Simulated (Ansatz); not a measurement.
Base system: GaN in the wurtzite structure (space group P6_3mc, No. 186; a = 3.152 Å, c = 5.138 Å). Axes: x lies along a and z along c of the hexagonal cell.

Structures relaxed with LDA (Ansatz, a quantum-chemistry and plane-wave program), no spin-orbit coupling.

Base:

Simulated powder pattern, Cu Kα, λ = 1.54184 Å (kinematic, ideal powder, no thermal factors, no anomalous dispersion; the 10 strongest lines at most, above 2 %, up to 2θ = 90°):

| 2θ (°) | I/Imax (%) | hkl |
|---|---|---|
| 32.81 | 43 | (100) |
| 34.92 | 36 | (002) |
| 37.30 | 100 | (101) |
| 48.67 | 21 | (102) |
| 58.58 | 29 | (110) |
| 64.20 | 30 | (103) |
| 68.79 | 4.3 | (200) |
| 70.04 | 26 | (112) |
| 71.53 | 15 | (201) |
| 79.53 | 4.5 | (202) |

After one change:

Simulated powder pattern, Cu Kα, λ = 1.54184 Å (kinematic, ideal powder, no thermal factors, no anomalous dispersion; the 10 strongest lines at most, above 2 %, up to 2θ = 90°):

```
2θ (°)  I/Imax (%)
------  ----------
32.37           43
32.81           22
34.92           52
36.90          100
37.30           48
48.35           20
57.44           15
58.29           29
63.93           30
69.79           26
```

Which change produced these results?
A. uniaxial strain ε_xx = +1.20 %
B. uniaxial strain ε_xx = +1.80 %
C. uniaxial strain ε_xx = +3.00 %

B, uniaxial strain ε_xx = +1.80 %. Its volume per atom is 11.25 Å³ against 11.05 Å³, and its space group is Cmc2_1 (No. 36).

Stability against distortions was not tested.
